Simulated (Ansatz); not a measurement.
Take SiC in the zinc blende structure (space group F-43m, No. 216; a = 4.357 Å) as the base.

Structures relaxed with DFT with r2SCAN, PAW potentials and a 500 eV plane-wave cutoff in Ansatz (a first-principles code), scalar-relativistic without spin-orbit coupling, earlier PAW set.

Base:

Simulated powder pattern, Co Kα, λ = 1.79026 Å (kinematic, ideal powder, no thermal factors, no anomalous dispersion; the 14 strongest lines at most, above 2 %, up to 2θ = 90°):

```json
[
 {"2θ (°)": "41.69", "I/Imax (%)": "100", "hkl": "(111)"},
 {"2θ (°)": "48.53", "I/Imax (%)": "18", "hkl": "(200)"},
 {"2θ (°)": "71.06", "I/Imax (%)": "45", "hkl": "(220)"},
 {"2θ (°)": "85.91", "I/Imax (%)": "37", "hkl": "(311)"}
]
```

Perturbation: full substitution C → Be, then cell and atoms are relaxed.

Predict the new powder pattern.


Simulated powder pattern, Co Kα, λ = 1.79026 Å (kinematic, ideal powder, no thermal factors, no anomalous dispersion; the 14 strongest lines at most, above 2 %, up to 2θ = 90°):

```
2θ (°)  I/Imax (%)    hkl
------  ----------  -----
35.09          100  (111)
40.74           28  (200)
58.99           44  (220)
70.52           38  (311)
74.16          6.6  (222)
88.25          7.8  (400)
```

The indices refer to each structure's own conventional cell; one index is shown for lines that coincide.

Stability against distortions was not tested. As relaxed here, BeSi is a hypothetical phase, not in the database extracts checked. The final runs are not spin-polarised.
